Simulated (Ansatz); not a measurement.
O vacancy + N on the O site + N on the O site (V_O+N_O+N_O) in monoclinic HfO2 (start: the O(1) site; O(2) 2.55 Å away; O(1) 2.58 Å away; 96-site cell, 2×2×2 shifted sampling). Level of theory: PBE, PAW (plane waves to 420 eV; Ansatz, a first-principles code). Total energies of the localised charge states, counted from that of charge +1, and their image corrections (point charge with alignment); the host's valence-band maximum lies at 13.691 eV on the cells' energy zero and its gap is 4.04 eV.

```json
[
 {"charge": "+1", "moment (μB)": "1.0", "E − E(first) (eV)": "0.000", "correction (eV)": "0.007"},
 {"charge": "0", "moment (μB)": "not spin-polarised", "E − E(first) (eV)": "14.660", "correction (eV)": "0.000"},
 {"charge": "−1", "moment (μB)": "1.0", "E − E(first) (eV)": "31.506", "correction (eV)": "0.150"}
]
```

Q: Derive the transition levels above the valence-band maximum and say which of them are thermodynamic.

A: A level is the Fermi energy at which two charges have equal formation energy: ε(q/q′) = [E(q′) + corr(q′) − E(q) − corr(q)] / (q − q′) − E_VBM.
ε(+1/0) = [(14.660 + 0.000) − (0.000 + 0.007)] / 1 − 13.691 = 0.96 eV
ε(0/−1) = [(31.506 + 0.150) − (14.660 + 0.000)] / 1 − 13.691 = 3.31 eV
Thermodynamic levels at least 0.1 eV inside the gap: (+1/0) at 0.96 eV; (0/−1) at 3.31 eV. They hold to tenths of an eV in this cell. Charges with a result: +1, 0, −1. Others weren't obtained, and one of them could lie lower, also by skipping a charge. The geometries come from one start. Flagged in the runs: a doubtful potential alignment, a host whose relaxation on this sampling wasn't shown to rest, a strain field that reaches the edge of the cell.
